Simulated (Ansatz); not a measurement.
# rock-salt TiN (1 1 0) on monoclinic HfO2 (0 1 0), 2 Mg on Ti sites at each interface (film strained to the substrate, faces as cut)

A periodic stack without vacuum, rock-salt TiN (1 1 0) on monoclinic HfO2 (0 1 0), 2 Mg on Ti sites at each interface (film strained to the substrate, faces as cut): substrate slab Hf20O44, film N24Ti20Mg4, surface cells [[0, -1], [2, -1]] and [[1, 1], [0, 4]], film strained by +2.8 and +3.8 %, faces O/O and NTi/NTi as cut (like faces can put a slab off its formula).

The start was prepared with a machine-learned potential, and the result is one local minimum, with the in-plane cell held and forces under 0.04 eV/Å; the film can end far from its bulk form.

All values below come from PBE (plane waves to 420 eV, PAW; Ansatz, a first-principles code). No spin–orbit coupling; the runs are not spin-polarised; PBE gaps are too small against experiment. Its k-point mesh 6×3×1, Fermi–Dirac width 0.05 eV.

```
Quantity                                                                                   Result
--------------------------------------------------------------------------------  ---------------
interface area                                                                            54.5 Å²
period                                                                                    24.40 Å
gaps between the outermost planes at the two interfaces                           0.49 and 0.55 Å
Hf–Mg contacts across the interfaces within 1.22 times the sum of covalent radii  13, mean 3.44 Å
Mg–O contacts across the interfaces within 1.22 times the sum of covalent radii   11, mean 2.01 Å
Hf–Ti contacts across the interfaces within 1.22 times the sum of covalent radii   5, mean 3.64 Å
O–Ti contacts across the interfaces within 1.22 times the sum of covalent radii    5, mean 2.06 Å
```

```
CELL_PARAMETERS angstrom
      5.35183     0.00183    -0.08483
      7.08529    10.17568     0.24738
      2.94721     2.15294    24.44943
ATOMIC_POSITIONS crystal
  Hf 0.17206 0.36915 0.10102
  Hf 0.75547 0.86162 0.09299
  Hf 0.94116 0.16827 0.09679
  Hf 0.52282 0.66295 0.08603
  Hf 0.48420 0.12367 0.21125
  Hf 0.97334 0.63146 0.20937
  Hf 0.65406 0.36552 0.19391
  Hf 0.17774 0.86593 0.18767
  O  0.19357 0.47990 0.15931
  O  0.72389 0.98229 0.15721
  O  0.94530 0.02013 0.23564
  O  0.42739 0.51816 0.23948
  O  0.77479 0.99317 0.03295
  O  0.91169 0.52783 0.03488
  O  0.71295 0.47673 0.13069
  O  0.25577 0.97561 0.11894
  O  0.55802 0.26385 0.05425
  O  0.15423 0.72135 0.04856
  O  0.60024 0.24210 0.15469
  O  0.13854 0.73900 0.14797
  O  0.11457 0.22785 0.15294
  O  0.63478 0.73204 0.15052
  O  0.05423 0.27604 0.04819
  O  0.61399 0.78955 0.04371
  Hf 0.15338 0.32495 0.31677
  Hf 0.65934 0.81986 0.31658
  Hf 0.96967 0.10625 0.29958
  Hf 0.45418 0.61069 0.29811
  Hf 0.47138 0.06982 0.42021
  Hf 0.93334 0.56395 0.42855
  Hf 0.63126 0.31046 0.40691
  Hf 0.13736 0.79777 0.40433
  O  0.17263 0.40701 0.38337
  O  0.69150 0.91506 0.37395
  O  0.91811 0.95010 0.45400
  O  0.39562 0.45359 0.46016
  O  0.43579 0.00464 0.27016
  O  0.92654 0.50995 0.27137
  O  0.67820 0.42461 0.34625
  O  0.19176 0.92032 0.34504
  O  0.51839 0.25144 0.25968
  O  0.01673 0.75859 0.25482
  O  0.61254 0.17855 0.36283
  O  0.09810 0.67120 0.35835
  O  0.12032 0.17166 0.35868
  O  0.59637 0.67220 0.36501
  O  0.01315 0.25900 0.25377
  O  0.51658 0.75713 0.25315
  Hf 0.11925 0.26302 0.52464
  Hf 0.58934 0.76678 0.52753
  Hf 0.97243 0.04816 0.50975
  Hf 0.34557 0.57680 0.52209
  O  0.40497 0.94947 0.47798
  O  0.87409 0.45589 0.50048
  O  0.41774 0.44760 0.59078
  O  0.23100 0.90842 0.57179
  O  0.51025 0.18474 0.47567
  O  0.96343 0.69568 0.46253
  O  0.36931 0.17921 0.59438
  O  0.96072 0.71040 0.55989
  O  0.87356 0.19305 0.55489
  O  0.48743 0.64688 0.58529
  O  0.02192 0.19741 0.45805
  O  0.46866 0.69444 0.46882
  N  0.84191 0.42418 0.66502
  N  0.91445 0.65836 0.66603
  N  0.84015 0.92730 0.66579
  N  0.92880 0.15479 0.66774
  N  0.38567 0.14515 0.71880
  N  0.38348 0.40224 0.71531
  N  0.37863 0.65070 0.71503
  N  0.37557 0.90219 0.71435
  N  0.87403 0.12903 0.78000
  N  0.87503 0.37858 0.77843
  N  0.87122 0.63137 0.77864
  N  0.87568 0.87559 0.78073
  N  0.37271 0.85873 0.83649
  N  0.36684 0.11235 0.83741
  N  0.37220 0.36150 0.83523
  N  0.36857 0.61202 0.83764
  N  0.86624 0.85010 0.90242
  N  0.87128 0.09024 0.89797
  N  0.85987 0.35537 0.89814
  N  0.86725 0.59215 0.90043
  N  0.40738 0.56730 0.95333
  N  0.31604 0.84473 0.94918
  N  0.39408 0.08076 0.95063
  N  0.31303 0.34149 0.94844
  Ti 0.85777 0.28811 0.71475
  Ti 0.90152 0.52563 0.71013
  Ti 0.85351 0.78093 0.71232
  Ti 0.90158 0.02512 0.71381
  Mg 0.57182 0.26170 0.61457
  Ti 0.41542 0.53785 0.64872
  Mg 0.32523 0.79946 0.64458
  Ti 0.38705 0.06173 0.66154
  Ti 0.85727 0.98814 0.83553
  Ti 0.87934 0.22761 0.84060
  Ti 0.85209 0.49034 0.83336
  Ti 0.88963 0.72824 0.84038
  Ti 0.36985 0.99908 0.78308
  Ti 0.38273 0.25356 0.77543
  Ti 0.37137 0.50429 0.77839
  Ti 0.37521 0.74724 0.77558
  Mg 0.99701 0.66291 0.00009
  Ti 0.87828 0.95868 0.95523
  Mg 0.44476 0.18220 0.01042
  Ti 0.86696 0.46447 0.95616
  Ti 0.35609 0.72968 0.90310
  Ti 0.37464 0.97740 0.90635
  Ti 0.33346 0.23229 0.89876
  Ti 0.38726 0.46799 0.90423
```
